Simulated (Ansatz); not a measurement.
Bond-angle distributions (per cent of the angles at each element, bins of 10°) of a relaxed model of amorphous Ga₂₄O₃₇K₂ at 4.61 g/cm³. Level of theory: PBE, scalar-relativistic without spin-orbit coupling (plane waves to 420 eV, PAW; Ansatz, an electronic-structure program).

Preparation: random packing, a CHGNet melt and quench, and a DFT relaxation. O atoms were pushed apart under 1.9 Å during the dynamics, to hinder bonds among them. The hot cell started wider than the set density and was brought back towards it in steps. It is the lowest in DFT energy of 2 quenches. It is a model cell: composition and starting density were chosen by hand, and all elements were melted together. No dispersion term was used. Its density started from a set value of 4.79 and ended at 4.61 g/cm³. The simulated quench (nominally 220 K/ps over its main leg) is rapid and tends to freeze in more defects than a deposited or slowly cooled glass has. Values belong to this one cell and scatter from quench to quench. Volume and shape were free in the relaxation.

Neighbours within Ga-Ga 2.68 Å, Ga-O 2.36 Å, Ga-K 3.58 Å, O-O 1.58 Å, O-K 3.23 Å, K-K 4.47 Å count as bonded. Two cations that share two anions don't count as bonded, nor two that share one unless they lie closer than Ga-Ga 2.61 Å, Ga-K 3.48 Å, K-K 4.34 Å.

```
angle (°)  at Ga  at O
---------  -----  ----
50-60          0     0
60-70          1     0
70-80          6     0
80-90         15     8
90-100        21    20
100-110       19    15
110-120       17    24
120-130       10    20
130-140        4     9
140-150        2     2
150-160        3     0
160-170        2     2
170-180        2     0
```

They go with these counts of neighbours within the cut-offs, cation contacts included: Ga mean 4.5, most often 4; O mean 3.2, most often 3.
